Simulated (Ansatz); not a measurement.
# A computed series for Pb: response to strain

Take Pb in the fcc (Cu type) structure (space group Fm-3m, No. 225; relaxed with 0.1 eV smearing) as the base.

```
Pb
1.0
    0.00000     2.46707     2.46707
    2.46707     0.00000     2.46707
    2.46707     2.46707     0.00000
Pb
1
Direct
  0.00000   0.00000   0.00000
```

Cartesian axes are those of the cell as printed.

Strains are applied to the cell and any free atomic positions relax; under biaxial strain the out-of-plane vector relaxes too.

Method: PBEsol (Ansatz, a program for electronic structure; PAW; 420 eV plane waves; spin-orbit coupling left out).

Candidates:
(a) uniaxial strain ε_xx = +2.87 %
(b) uniaxial strain ε_zz = −4.20 %
(c) biaxial strain +1.99 %, plane normal [110], relaxed out of plane
(d) biaxial strain −0.68 %, plane normal [001], relaxed out of plane
(e) biaxial strain −1.96 %, plane normal [001], relaxed out of plane

Notes on the quantities. energy relative to the base: free energy F.

### Question
Order them by energy relative to the base, highest first.

### Answer
(b) uniaxial strain ε_zz = −4.20 % (+10 meV/atom), (c) biaxial strain +1.99 %, plane normal [110], relaxed out of plane (+4.8 meV/atom), (a) uniaxial strain ε_xx = +2.87 % (+4.1 meV/atom), (e) biaxial strain −1.96 %, plane normal [001], relaxed out of plane (+2.6 meV/atom), (d) biaxial strain −0.68 %, plane normal [001], relaxed out of plane (+0.3 meV/atom)

A biaxial case was relaxed in a doubled cell and then solved in the primitive one. Stability against distortions was not tested.
